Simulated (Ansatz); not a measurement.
We consider TaN (P-62m, No. 189), described by PBEsol in Ansatz (PAW).

Settings: plane-wave cutoff 520 eV, 12×12×20 k mesh (along the axes of the cell as run), Fermi–Dirac smearing 0.072 eV (set by the program), scalar-relativistic PAW data made under PBE.

Computed at the level's own relaxed cell.

Question: Estimate the Voigt–Reuss–Hill bulk modulus, Voigt–Reuss–Hill shear modulus (Hill average), Young modulus and Poisson ratio that the calculation returns.

Answer: 
* **Voigt–Reuss–Hill bulk modulus**: 329 GPa
* **Voigt–Reuss–Hill shear modulus (Hill average)**: 197 GPa
* **Young modulus**: 492 GPa
* **Poisson ratio**: 0.250

Elastic constants are with the ions relaxed.

Spin–orbit coupling is not included.

Static lattice: no zero-point or thermal effects.

The result took about 2.1 core-hours (a rough figure).

Ansatz is an electronic-structure program.
